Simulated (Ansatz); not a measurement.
Response to strain in SiO2

The parent structure is SiO$_{2}$ (space group P3_221, No. 154; a = 4.949 Å, c = 5.441 Å). Axes: x lies along a and z along c of the hexagonal cell.

Strains are applied to the cell and any free atomic positions relax.

Method: PBEsol in Ansatz (plane waves to 420 eV, PAW, scalar-relativistic without spin-orbit coupling).

Candidates:
(a) uniaxial strain ε_zz = +0.75 %
(b) uniaxial strain ε_zz = +1.50 %
(c) uniaxial strain ε_zz = +2.25 %
(d) uniaxial strain ε_zz = +3.00 %

Problem. Order them by largest internal atomic displacement, lowest first.

Solution. (a) uniaxial strain ε_zz = +0.75 % (0.017 Å), (b) uniaxial strain ε_zz = +1.50 % (0.035 Å), (c) uniaxial strain ε_zz = +2.25 % (0.055 Å), (d) uniaxial strain ε_zz = +3.00 % (0.076 Å)

No phonon test of stability was made.

Ansatz is a first-principles code.
